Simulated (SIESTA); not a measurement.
# Input and output of a self-consistent single point for NbH2 (I4mm, 3 atoms in the cell) (SIESTA)

Level of theory: SIESTA with GGA PBEsol, numerical atomic orbitals DZP, PseudoDojo PBEsol standard norm-conserving potentials (rewritten from UPF to PSML).

The input file:

```
# files in the folder: Nb.psml H.psml (PseudoDojo PBEsol standard)
SystemName  NbH2
SystemLabel nbh2

NumberOfAtoms                3
NumberOfSpecies              2
%block ChemicalSpeciesLabel
  1 41 Nb
  2 1 H
%endblock ChemicalSpeciesLabel
LatticeConstant              1.0 Bohr
%block LatticeVectors
     0.000000000    4.338779057    4.338779057
     4.338779057    0.000000000    4.338779057
     4.338779057    4.338779057    0.000000000
%endblock LatticeVectors
AtomicCoordinatesFormat      Ang
%block AtomicCoordinatesAndAtomicSpecies
     0.000000000    0.000000000    0.050001918  1
     1.147991500    1.147991500    1.147991500  2
     3.443974500    3.443974500    3.443974500  2
%endblock AtomicCoordinatesAndAtomicSpecies

XC.functional                GGA
XC.authors                   PBEsol
PAO.BasisSize                DZP
PAO.EnergyShift              0.01 Ry
MeshCutoff                   400 Ry
%block kgrid.MonkhorstPack
    6   0   0  0.0
    0   6   0  0.0
    0   0   6  0.0
%endblock kgrid.MonkhorstPack
OccupationFunction           MP
OccupationMPOrder            0
ElectronicTemperature        0.1 eV

MaxSCFIterations             150
SCF.Mixer.Method             Pulay
SCF.Mixer.Weight             0.25
SCF.Mixer.History            8
SCF.DM.Tolerance             1.0E-05
Diag.ParallelOverK           true
WriteForces                  true
```

Log, with long lists cut:

```
reinit: Reading from file input.fdf

reinit: System Name: NbH2
reinit: System Label: nbh2

coor:   Atomic-coordinates input format  =     Cartesian coordinates
coor:                                          (in Angstroms)

siesta: Atomic coordinates (Bohr) and species
siesta:      0.00000   0.00000   0.09449  1        1
siesta:      2.16939   2.16939   2.16939  2        2
siesta:      6.50817   6.50817   6.50817  2        3

siesta: System type = bulk

initatomlists: Number of atoms, orbitals, and projectors:      3    29    28

siesta: ******************** Simulation parameters ****************************
redata: Spin configuration                          = none
redata: Time-Reversal Symmetry                      = T
redata: Number of Atomic Species                    =        2
redata: Mesh Cutoff                                 =   400.0000 Ry
redata: Net charge of the system                    =     0.0000 |e|
redata: Min. number of SCF Iter                     =        0
redata: Max. number of SCF Iter                     =      150
redata: SCF convergence failure will abort job
redata: SCF mix quantity                            = Hamiltonian
redata: Mix DM or H after convergence               =   F
redata: Recompute H after scf cycle                 =   F
redata: Mix DM in first SCF step                    =   T
redata: No kicks to SCF
redata: DM Mixing Weight for Kicks                  =     0.5000
redata: Require Harris convergence for SCF          =   F
redata: Harris energy tolerance for SCF             =     0.000100 eV
redata: Require DM convergence for SCF              =   T
redata: DM tolerance for SCF                        =     0.000010
redata: Require EDM convergence for SCF             =   F
redata: EDM tolerance for SCF                       =     0.001000 eV
redata: Require H convergence for SCF               =   T
redata: Hamiltonian tolerance for SCF               =     0.001000 eV
redata: Require (free) Energy convergence for SCF   =   F
redata: (free) Energy tolerance for SCF             =     0.000100 eV
redata: Using DFT-D3 dispersion                     =   F
redata: Using Saved Data (generic)                  =   F
redata: Method of Calculation                       = Diagonalization
redata: Electronic Temperature                      =  1160.4518 K
redata: Number of TDED substeps                     =        3
redata: Dynamics option                             = Single-point calculation
redata: Save all siesta data in one NC              =   F
redata: ***********************************************************************

%block SCF.Mixers
  Pulay
%endblock SCF.Mixers

%block SCF.Mixer.Pulay
  # Mixing method
  method pulay
  variant stable

  # Mixing options
  weight 0.2500
  weight.linear 0.2500
  history 8
%endblock SCF.Mixer.Pulay

DM_history_depth set to one: no extrapolation allowed by default for geometry relaxation
Size of DM history Fstack: 1
Total number of electrons:    15.000000
Total ionic charge:    15.000000

* ProcessorY, Blocksize:    1  30

* Orbital distribution balance (max,min):    29    29

k-point displ. along   1 input, could be:     0.00    0.50
k-point displ. along   2 input, could be:     0.00    0.50
k-point displ. along   3 input, could be:     0.00    0.50
 Kpoints in:          144 . Kpoints trimmed:          132

siesta: k-grid: Number of k-points = 132
siesta: k-points from Monkhorst-Pack grid
siesta: k-cutoff (effective) =     9.741 Ang
siesta: k-point supercell and displacements
siesta: k-grid:     6     0     0      0.000
siesta: k-grid:     0     6     0      0.000
siesta: k-grid:     0     0     6      0.000

diag: Algorithm                                     = D&C
diag: Parallel over k                               =   F
diag: Use parallel 2D distribution                  =   F
diag: Parallel block-size                           = 30
diag: Parallel distribution                         =     1 x     1
diag: Used triangular part                          = Lower
diag: Absolute tolerance                            =  0.100E-15
diag: Orthogonalization factor                      =  0.100E-05
diag: Memory factor                                 =  1.0000

superc: Internal auxiliary supercell:     7 x     7 x     7  =     343
superc: Number of atoms, orbitals, and projectors:   1029   9947   9604

                        Single-point calculation

superc: Internal auxiliary supercell:     7 x     7 x     7  =     343
superc: Number of atoms, orbitals, and projectors:   1029   9947   9604

outcell: Unit cell vectors (Ang):
        0.000000    2.295983    2.295983
        2.295983    0.000000    2.295983
        2.295983    2.295983    0.000000

outcell: Cell vector modules (Ang)   :    3.247010    3.247010    3.247010
outcell: Cell angles (23,13,12) (deg):     60.0000     60.0000     60.0000
outcell: Cell volume (Ang**3)        :     24.2067
new_DM -- step:     1
Initializing Density Matrix...

Attempting to read DM from file... Failed...
DM filled with atomic data:

InitMesh: MESH = 32 x 32 x 32 = 32768
InitMesh: Mesh cutoff (required, used) =   400.000   402.648 Ry

stepf: Methfessel-Paxton step function
       Using Hermite-Gauss polynomials of order  0

        iscf     Eharris(eV)        E_KS(eV)     FreeEng(eV)     dDmax    Ef(eV) dHmax(eV)
   scf:    1    -1713.619415    -1723.008825    -1723.013143  0.720041 -2.530293  8.195778
   scf:    2    -1726.265892    -1724.766959    -1724.771104  0.177305 -3.217385  4.293945
   scf:    3    -1725.781578    -1725.458835    -1725.462417  0.171794 -4.056498  0.177554
   scf:    4    -1725.452471    -1725.457220    -1725.461265  0.018175 -3.998297  0.226334
   scf:    5    -1725.461269    -1725.459655    -1725.463439  0.005611 -4.034151  0.042969
   scf:    6    -1725.459853    -1725.459764    -1725.463494  0.000840 -4.039116  0.013791
   scf:    7    -1725.459753    -1725.459759    -1725.463498  0.000572 -4.042769  0.005405
   scf:    8    -1725.459764    -1725.459761    -1725.463498  0.000108 -4.043514  0.002677
   scf:    9    -1725.459771    -1725.459766    -1725.463499  0.000085 -4.043768  0.000729
   scf:   10    -1725.459769    -1725.459768    -1725.463499  0.000024 -4.043881  0.000005
mix: Pulay -- inversion failed, > SVD [rank/size] 4 / 7
   scf:   11    -1725.459768    -1725.459768    -1725.463499  0.000000 -4.043882  0.000001

SCF Convergence by DM+H criterion
max |DM_out - DM_in|         :     0.0000002660
max |H_out - H_in|      (eV) :     0.0000005058
SCF cycle converged after 11 iterations

Using DM_out to compute the final energy and forces

siesta: E_KS(eV) =            -1725.4598

siesta: E_KS - E_eggbox =     -1725.4598

siesta: Atomic forces (eV/Ang):
     1   -0.000000   -0.000000   -0.401210
     2   -0.000019   -0.000019    0.196088
     3    0.000020    0.000020    0.196128
   Tot    0.000000    0.000000   -0.008995
   Max    0.401210
   Res    0.162579    sqrt( Sum f_i^2 / 3N )
   Max    0.401210    constrained

Stress tensor Voigt[x,y,z,yz,xz,xy] (kbar):       98.62       98.62      100.29       -0.02       -0.02       -0.02
(Free)E + p*V (eV/cell)    -1726.9619
Target enthalpy (eV/cell)    -1725.4635

siesta: Program's energy decomposition (eV):
siesta: Ebs     =      -388.099168
siesta: Eions   =      2930.646516
siesta: Ena     =       821.799937
siesta: Ekin    =       521.678697
siesta: Enl     =       204.965891
siesta: Eso     =         0.000000
siesta: Edftu   =         0.000000
siesta: DEna    =        27.286449
siesta: DUscf   =         1.775293
siesta: DUext   =         0.000000
siesta: Ex      =      -343.450098
siesta: Ec      =       -28.869420
siesta: Exc     =      -372.319518
siesta: Eharris =     -1725.459768
siesta: Etot    =     -1725.459768
siesta: FreeEng =     -1725.463499

siesta: Atomic forces (eV/Ang):
siesta:      1   -0.000000   -0.000000   -0.401210
siesta:      2   -0.000019   -0.000019    0.196088
siesta:      3    0.000020    0.000020    0.196128
siesta: ----------------------------------------
siesta:    Tot    0.000000    0.000000   -0.008995

siesta: Stress tensor (static) (eV/Ang**3):
siesta:     0.061553   -0.000015   -0.000015
siesta:    -0.000015    0.061553   -0.000015
siesta:    -0.000015   -0.000015    0.062595

siesta: Cell volume =         24.206723 Ang**3

siesta: Pressure (static):
siesta:                Solid            Molecule  Units
siesta:          -0.00067418         -0.00080834  Ry/Bohr**3
siesta:          -0.06190018         -0.07421791  eV/Ang**3
siesta:         -99.17502823       -118.91020297  kBar
```

The run converged in 11 iterations.

The starting cell comes from a database of computed structures (which also holds hypothetical and non-ambient phases and stackings), without a prior relaxation at this level. Its lattice was rescaled by up to half a per cent. One atom was moved a little off its site on purpose. Spin polarisation is off. Values carry the incompleteness of an atom-centred basis. With a pressure of about -10 GPa the cell is away from its equilibrium volume at this level.
